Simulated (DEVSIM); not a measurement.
Structure: Cr/La2O3/n-Si capacitor, at 300 K.

Layer 1 from the left is La2O3, thickness (nm) 3.50. Layer 2 from the left is Si, thickness (nm) 720, Nd (cm⁻³) 6.3e17.

Metal gate on the left, work function 4.5 eV. Fixed charge at the semiconductor interface -2.7e11 cm⁻² (in units of +e); no interface traps.

Constants are typed, rounded textbook-type inputs, not results; the design itself was drawn at random and stands for no fabricated device. Values at 300 K.

La2O3: gap (eV) 5.8, affinity (eV) 1.8, permittivity 27. Si: gap (eV) 1.124, affinity (eV) 4.05, permittivity 11.7, Nc (cm⁻³) 2.86e19, Nv (cm⁻³) 3.1e19.

Simulated with DEVSIM: 1D Poisson equation in equilibrium, Boltzmann statistics, complete ionisation; no quantum confinement or tunnelling. Metal contacts follow the ideal Schottky-Mott rule: no Fermi-level pinning, no interface dipoles.

Q: What does the simulation give for the threshold voltage (band bending 2φF), the minimum of the low-frequency capacitance?

A: threshold voltage (band bending 2φF) -0.63 V; minimum of the low-frequency capacitance 0.252 μF/cm².
